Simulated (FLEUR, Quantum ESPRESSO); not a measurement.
A Quantum ESPRESSO input for a self-consistent single point of La2Cu2SeSO2 (P4mm, 8 atoms in the cell) (DFT, PBEsol, plane waves, GBRV 1.5 ultrasoft (PBESOL) pseudopotentials):

```fortran
&control
    calculation = 'scf',
    prefix = 'scf',
    outdir = './work',
    pseudo_dir = './',
    verbosity = 'high',
    tprnfor = .true.,
    tstress = .true.,
/
&system
    ibrav = 0,
    celldm(1) = 7.6750036024,
    nat = 8,
    ntyp = 5,
    ecutwfc = 50,
    ecutrho = 400,
    occupations = 'smearing',
    smearing = 'fd',
    degauss = 0.00147,
/
&electrons
    conv_thr = 1.0d-9,
/
ATOMIC_SPECIES
La   138.9055  la_pbesol_v1.uspp.F.UPF
Cu    63.5460  cu_pbesol_v1.2.uspp.F.UPF
Se    78.9710  se_pbesol_v1.uspp.F.UPF
S     32.0600  s_pbesol_v1.4.uspp.F.UPF
O     15.9990  o_pbesol_v1.2.uspp.F.UPF
ATOMIC_POSITIONS crystal
La    0.5000000000    0.5000000000    0.8588500000
La    0.0000000000    0.0000000000    0.1459000000
Cu    0.0000000000    0.5000000000    0.4916300000
Cu    0.5000000000    0.0000000000    0.4916300000
Se    0.0000000000    0.0000000000    0.6681500000
S     0.5000000000    0.5000000000    0.3386700000
O     0.0000000000    0.5000000000    0.0025900000
O     0.5000000000    0.0000000000    0.0025900000
K_POINTS automatic
5 5 3  0 0 0
CELL_PARAMETERS alat
   1.0000000000     0.0000000000     0.0000000000
   0.0000000000     1.0000000000     0.0000000000
   0.0000000000     0.0000000000     2.1588821887
```

### Question
Give the FLEUR input for the same structure, mesh, smearing and functional.

### Answer
One input that does it (others would too):

Input of the input generator:

```
La2Cu2SeSO2 crystal
&input film=f /
4.0614370000 0.0000000000 0.0000000000
0.0000000000 4.0614370000 0.0000000000
0.0000000000 0.0000000000 8.7681640000
1.8897261246
1.0 1.0 1.0

8
57 0.5000000000 0.5000000000 0.8588500000
57 0.0000000000 0.0000000000 0.1459000000
29 0.0000000000 0.5000000000 0.4916300000
29 0.5000000000 0.0000000000 0.4916300000
34 0.0000000000 0.0000000000 0.6681500000
16 0.5000000000 0.5000000000 0.3386700000
8 0.0000000000 0.5000000000 0.0025900000
8 0.5000000000 0.0000000000 0.0025900000

&comp jspins=1 /
&exco xctyp='PBEs' /
&kpt div1=5 div2=5 div3=3 /
&end /
```

```xml
<?xml version="1.0" encoding="UTF-8" standalone="no"?>
<fleurInput fleurInputVersion="0.39">
   <comment>
      La2Cu2SeSO2 crystal                                                                                 
   </comment>
   <calculationSetup>
      <cutoffs Kmax="4.2" Gmax="14.7" GmaxXC="14.7" numbands="0"/>
      <scfLoop itmax="100" minDistance="0.00001" maxIterBroyd="40" imix="Anderson" alpha="0.05" precondParam="0.0" spinf="2.0"/>
      <coreElectrons ctail="T" frcor="F" kcrel="0" coretail_lmax="0"/>
      <xcFunctional name="PBEs" relativisticCorrections="F"/>
      <magnetism jspins="1"/>
      <soc l_soc="F" theta="0.0" phi="0.0" spav="F"/>
      <expertModes spex="0" secvar="F"/>
      <geometryOptimization l_f="T" forcealpha="1.0" forcemix="BFGS" epsdisp="0.00001" epsforce="0.00001"/>
      <ldaU l_linMix="F" mixParam="0.05" spinf="1.0"/>
   </calculationSetup>
   <cell>
      <bzIntegration valenceElectrons="78.0" mode="hist" fermiSmearingEnergy="0.00073499">
         <kPointListSelection listName="default-1"/>
         <!-- k-points included here -->
         <xi:include xmlns:xi="http://www.w3.org/2001/XInclude" href="kpts.xml"> </xi:include>
      </bzIntegration>
      <!-- symmetry operations included here -->
      <xi:include xmlns:xi="http://www.w3.org/2001/XInclude" href="sym.xml"> </xi:include>
      <bulkLattice scale="1.0">
         <bravaisMatrix>
            <row-1>    7.6750036023170489     0.0000000000000000     0.0000000000000000</row-1>
            <row-2>    0.0000000000000000     7.6750036023170489     0.0000000000000000</row-2>
            <row-3>    0.0000000000000000     0.0000000000000000    16.5694285755772341</row-3>
         </bravaisMatrix>
      </bulkLattice>
   </cell>
   <atomSpecies>
      <species name="Lanthanum (La)" element="La" atomicNumber="57">
         <mtSphere radius="2.68" gridPoints="925" logIncrement="0.014"/>
         <atomicCutoffs lmax="10" lnonsphr="8"/>
         <electronConfig flipSpins="F">
            <coreConfig>(1s1/2) (2s1/2) (2p1/2) (2p3/2) (3s1/2) (3p1/2) (3p3/2) (4s1/2) (3d3/2) (3d5/2) (4p1/2) (4p3/2) (4d3/2) (4d5/2)</coreConfig>
            <valenceConfig>(5s1/2) (5p1/2) (5p3/2) (6s1/2) (5d3/2) (5d5/2)</valenceConfig>
            <stateOccupation state="(5d3/2)" spinUp="0.2" spinDown="0.2"/>
            <stateOccupation state="(5d5/2)" spinUp="0.3" spinDown="0.3"/>
         </electronConfig>
         <energyParameters s="6" p="6" d="5" f="4"/>
         <lo type="SCLO" l="0" n="5" eDeriv="0"/>
         <lo type="SCLO" l="1" n="5" eDeriv="0"/>
      </species>
      <species name="Copper (Cu)" element="Cu" atomicNumber="29">
         <mtSphere radius="2.54" gridPoints="877" logIncrement="0.014"/>
         <atomicCutoffs lmax="10" lnonsphr="8"/>
         <electronConfig flipSpins="F">
            <coreConfig>(1s1/2) (2s1/2) (2p1/2) (2p3/2) (3s1/2) (3p1/2) (3p3/2)</coreConfig>
            <valenceConfig>(4s1/2) (3d3/2) (3d5/2)</valenceConfig>
            <stateOccupation state="(4s1/2)" spinUp="0.5" spinDown="0.5"/>
         </electronConfig>
         <energyParameters s="4" p="4" d="3" f="4"/>
         <lo type="HELO" l="2" n="4" eDeriv="0"/>
      </species>
      <species name="Selenium (Se)" element="Se" atomicNumber="34">
         <mtSphere radius="1.91" gridPoints="659" logIncrement="0.019"/>
         <atomicCutoffs lmax="8" lnonsphr="6"/>
         <electronConfig flipSpins="F">
            <coreConfig>(1s1/2) (2s1/2) (2p1/2) (2p3/2) (3s1/2) (3p1/2) (3p3/2)</coreConfig>
            <valenceConfig>(4s1/2) (3d3/2) (3d5/2) (4p1/2) (4p3/2)</valenceConfig>
            <stateOccupation state="(4p1/2)" spinUp="0.6666666666667" spinDown="0.6666666666667"/>
            <stateOccupation state="(4p3/2)" spinUp="1.3333333333333" spinDown="1.3333333333333"/>
         </electronConfig>
         <energyParameters s="4" p="4" d="3" f="4"/>
         <lo type="HELO" l="2" n="4" eDeriv="0"/>
      </species>
      <species name="Sulfur (S)" element="S" atomicNumber="16">
         <mtSphere radius="1.69" gridPoints="585" logIncrement="0.02"/>
         <atomicCutoffs lmax="6" lnonsphr="4"/>
         <electronConfig flipSpins="F">
            <coreConfig>(1s1/2) (2s1/2) (2p1/2) (2p3/2)</coreConfig>
            <valenceConfig>(3s1/2) (3p1/2) (3p3/2)</valenceConfig>
            <stateOccupation state="(3p1/2)" spinUp="0.6666666666667" spinDown="0.6666666666667"/>
            <stateOccupation state="(3p3/2)" spinUp="1.3333333333333" spinDown="1.3333333333333"/>
         </electronConfig>
         <energyParameters s="3" p="3" d="3" f="4"/>
      </species>
      <species name="Oxygen (O)" element="O" atomicNumber="8">
         <mtSphere radius="1.52" gridPoints="527" logIncrement="0.02"/>
         <atomicCutoffs lmax="6" lnonsphr="4"/>
         <electronConfig flipSpins="F">
            <coreConfig>(1s1/2)</coreConfig>
            <valenceConfig>(2s1/2) (2p1/2) (2p3/2)</valenceConfig>
            <stateOccupation state="(2p1/2)" spinUp="0.6666666666667" spinDown="0.6666666666667"/>
            <stateOccupation state="(2p3/2)" spinUp="1.3333333333333" spinDown="1.3333333333333"/>
         </electronConfig>
         <energyParameters s="2" p="2" d="3" f="4"/>
      </species>
   </atomSpecies>
   <atomGroups>
      <atomGroup species="Lanthanum (La)">
         <relPos label="                   1">1.000/2.000 1.000/2.000 -.1411500000</relPos>
         <force calculate="T" relaxXYZ="TTT"/>
      </atomGroup>
      <atomGroup species="Lanthanum (La)">
         <relPos label="                   2">.0000000000 .0000000000 .1459000000</relPos>
         <force calculate="T" relaxXYZ="TTT"/>
      </atomGroup>
      <atomGroup species="Copper (Cu)">
         <relPos label="                   3">.0000000000 1.000/2.000 .4916300000</relPos>
         <relPos label="                   4">1.000/2.000 .0000000000 .4916300000</relPos>
         <force calculate="T" relaxXYZ="TTT"/>
      </atomGroup>
      <atomGroup species="Selenium (Se)">
         <relPos label="                   5">.0000000000 .0000000000 -.3318500000</relPos>
         <force calculate="T" relaxXYZ="TTT"/>
      </atomGroup>
      <atomGroup species="Sulfur (S)">
         <relPos label="                   6">1.000/2.000 1.000/2.000 .3386700000</relPos>
         <force calculate="T" relaxXYZ="TTT"/>
      </atomGroup>
      <atomGroup species="Oxygen (O)">
         <relPos label="                   7">.0000000000 1.000/2.000 .0025900000</relPos>
         <relPos label="                   8">1.000/2.000 .0000000000 .0025900000</relPos>
         <force calculate="T" relaxXYZ="TTT"/>
      </atomGroup>
   </atomGroups>
   <output dos="F" band="F" slice="F">
      <checks vchk="F" cdinf="F"/>
      <bandDOS minEnergy="-.5*Htr" maxEnergy="0.5*Htr" sigma="0.015" storeEVData="T"/>
      <vacuumDOS vacdos="F" integ="F" star="F" nstars="0" locx1="0.0" locy1="0.0" locx2="0.0" locy2="0.0" nstm="0" tworkf="0.0"/>
      <unfoldingBand unfoldBand="F" supercellX="1" supercellY="1" supercellZ="1"/>
      <plotting iplot="0" polar="F">
         <plot TwoD="T" vec1="  1.0  0.0  0.0" vec2="  0.0  1.0  0.0" vec3="  0.0  0.0  1.0" zero="  0.0  0.0  0.0" file="plot"/>
      </plotting>
      <chargeDensitySlicing numkpt="0" minEigenval="0.0" maxEigenval="0.0" nnne="0" pallst="F"/>
      <specialOutput eonly="F"/>
      <magneticCircularDichroism mcd="F" energyLo="-10.0" energyUp="0.0"/>
   </output>
  <!-- We include the file relax.xml here to enable relaxations (see documentation) -->
  <xi:include xmlns:xi="http://www.w3.org/2001/XInclude" href="relax.xml"> <xi:fallback/> </xi:include>
</fleurInput>
```

Basis, cutoffs, solver keys and any potentials are the target program's own. This input uses DFT, PBEsol, all-electron FLAPW (FLEUR), scalar-relativistic valence.

The starting cell comes from a database of computed structures (which also holds hypothetical and non-ambient phases and stackings), without a prior relaxation at this level. Its lattice was rescaled by a random factor within 2.5 % of one.
